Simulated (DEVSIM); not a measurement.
Structure: Co/SiO2/n-GaAs capacitor, at 400 K.

Layer 1 from the left is SiO2, thickness (nm) 2.20. Layer 2 from the left is GaAs, thickness (nm) 8900, Nd (cm⁻³) 5.2e15.

Metal gate on the left, work function 5 eV. Fixed charge at the semiconductor interface 0 cm⁻² (in units of +e); no interface traps.

Constants are typed, rounded textbook-type inputs, not results; the design itself was drawn at random and stands for no fabricated device. Values at 300 K; Nc and Nv go as T^1.5, mobilities as T to minus their exponent, the gap by Varshni's rule with the affinity fixed.

SiO2: gap (eV) 9, affinity (eV) 0.9, permittivity 3.9. GaAs: gap (eV) 1.424, affinity (eV) 4.07, permittivity 12.9, Nc (cm⁻³) 4.7e17, Nv (cm⁻³) 9e18, Varshni α (eV/K) 0.000541, Varshni β (K) 204.

Model (solved in DEVSIM): 1D Poisson equation in equilibrium, Boltzmann statistics, complete ionisation; no quantum confinement or tunnelling. Metal contacts follow the ideal Schottky-Mott rule: no Fermi-level pinning, no interface dipoles.

Question: What does the simulation give for the threshold voltage (band bending 2φF), the minimum of the low-frequency capacitance, the flat-band voltage?

Answer: threshold voltage (band bending 2φF) -0.20 V; minimum of the low-frequency capacitance 0.0253 μF/cm²; flat-band voltage 0.76 V.
